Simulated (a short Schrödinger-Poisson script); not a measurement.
**Gated Al0.4Ga0.6N/GaN polarisation-induced gas**

Structure: gated Al0.4Ga0.6N/GaN polarisation-induced gas, at 300 K.

```
layer     material  thickness (nm)  Na (cm⁻³)
-----  -----------  --------------  ---------
1      Al0.4Ga0.6N              10          -
2              GaN            6000       8e14
```

The device is made up for the run: typed textbook-type constants, with dimensions and the other settings drawn at random. Al0.4Ga0.6N: permittivity 9.26, conduction-band edge (eV) 0.58, gap (eV) 4.258, electron mass (mₑ) 0.248, Nv at 300 K (cm⁻³) 4.6e19. GaN: permittivity 9.5, conduction-band edge (eV) 0, gap (eV) 3.43, Nv at 300 K (cm⁻³) 4.6e19.

Channel valleys (confinement mass, in-plane density-of-states mass, number): Γ 0.2, 0.2, 1. At the gate the conduction-band edge of layer 1 lies 1.36 eV − eVg above the Fermi level of the channel; the field vanishes at the back. Sheet of polarisation charge: +2e13 e/cm² at 10 nm from the gate. The barrier under the gate holds no holes. Gaps are held at their typed values at every temperature. Mesh 0.08 nm at interfaces.

Solved with a short Schrödinger-Poisson script written for these runs: 1D Poisson equation in equilibrium, electrons quantum, Hartree (BenDaniel-Duke, 40 states a valley, the channel's in-plane mass for all, wave functions free to enter the barrier), parabolic valleys, classical holes, full ionisation, no traps, pinning or gate leakage.

```
Vg (V)  electrons (cm⁻²)  in the channel layer  C (μF/cm²)  Γ E0 (meV)  Γ E1 (meV)
------  ----------------  --------------------  ----------  ----------  ----------
0.5              1.59e13               1.47e13       0.756      -164.1        -5.0
0.25             1.47e13               1.38e13       0.751      -152.5        -1.0
0                1.36e13               1.28e13       0.747      -140.7         3.0
-0.25            1.24e13               1.17e13       0.743      -128.9         7.0
-0.5             1.13e13               1.07e13       0.739      -116.9        11.1
-0.75            1.01e13               9.68e12       0.734      -104.9        15.2
-1               8.97e12               8.64e12       0.730       -92.6        19.4
-1.25            7.83e12               7.58e12       0.724       -80.2        23.7
-1.5             6.71e12               6.53e12       0.718       -67.6        28.1
-1.75            5.59e12               5.47e12       0.710       -54.5        32.8
-2               4.49e12               4.42e12       0.699       -40.7        37.9
-2.25            3.41e12               3.37e12       0.685       -25.9        43.6
-2.5             2.36e12               2.34e12       0.662        -8.8        50.7
-2.75            1.36e12               1.35e12       0.620        13.0        61.1
-3               4.60e11               4.59e11       0.506        49.5        83.2
-3.25             4.10e9                4.09e9      0.0284       180.0       201.0
```

Gate voltages with under 1e6 electrons/cm² are left out.

Subbands count from the Fermi level.
